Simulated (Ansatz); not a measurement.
# Os: response to strain

The reference is Os in the hcp (Mg type) structure (space group P6_3/mmc, No. 194; a = 2.7543 Å, c = 4.3474 Å; relaxed with 0.1 eV smearing). Axes: x lies along a and z along c of the hexagonal cell.

Strains are applied to the cell and any free atomic positions relax.

Method: PBE/PAW in Ansatz (a quantum-chemistry and plane-wave program), no SOC.

Notes on the quantities. energy relative to the base: free energy F; pressure: mean of the normal stresses, compression positive.

```csv
change,energy relative to the base,volume per atom,pressure
base,0 meV/atom,14.28 Å³,0.0 GPa
uniaxial strain ε_zz = −3.00 %,+35 meV/atom,13.85 Å³,14.1 GPa
uniaxial strain ε_zz = −2.50 %,+24 meV/atom,13.92 Å³,11.5 GPa
uniaxial strain ε_zz = −2.00 %,+15 meV/atom,14.00 Å³,9.0 GPa
uniaxial strain ε_zz = −1.00 %,+3.7 meV/atom,14.14 Å³,4.3 GPa
uniaxial strain ε_zz = −0.50 %,[?],14.21 Å³,[?]
uniaxial strain ε_zz = +1.00 %,+3.5 meV/atom,14.42 Å³,-4.0 GPa
uniaxial strain ε_zz = +2.00 %,+14 meV/atom,14.57 Å³,-7.7 GPa
uniaxial strain ε_zz = +2.50 %,+21 meV/atom,14.64 Å³,-9.4 GPa
uniaxial strain ε_zz = +3.00 %,+30 meV/atom,14.71 Å³,-11.0 GPa
```

**Question.** Some entries are withheld; estimate them.

**Answer.** 
- uniaxial strain ε_zz = −0.50 %, energy relative to the base: +0.9 meV/atom
- uniaxial strain ε_zz = −0.50 %, pressure: 2.1 GPa

Stability against distortions was not tested. All final runs are without spin polarisation.
